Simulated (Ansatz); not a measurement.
## YB6: response to strain

The parent structure is YB6 (space group Pm-3m, No. 221; a = 4.076 Å).

Strains are applied to the cell and any free atomic positions relax.

All numbers come from Ansatz (a quantum-chemistry and plane-wave program), PBEsol, PAW, cutoff 420 eV, without spin-orbit coupling.

Notes on the quantities. energy relative to the base: free energy F.

```json
[
 {"isotropic strain (%)": "-4.03", "energy relative to the base (meV/atom)": "86.9"},
 {"isotropic strain (%)": "-2.23", "energy relative to the base (meV/atom)": "25.4"},
 {"isotropic strain (%)": "0", "energy relative to the base (meV/atom)": "0.0"},
 {"isotropic strain (%)": "1.73", "energy relative to the base (meV/atom)": "?"},
 {"isotropic strain (%)": "3.64", "energy relative to the base (meV/atom)": "58.1"}
]
```

Problem. Fit ΔE = Aε² + Bε³ (ε in %) to the rows shown and predict the withheld row.

Solution. Least squares on the printed values gives A = 4.84 and B = -0.13 meV/atom (largest residual 0.1 meV/atom); this predicts 13.8 meV/atom, and the run gives 13.8 meV/atom, in agreement.

Stability against distortions was not tested. All final runs are without spin polarisation. An odd electron count without spin: YB6.
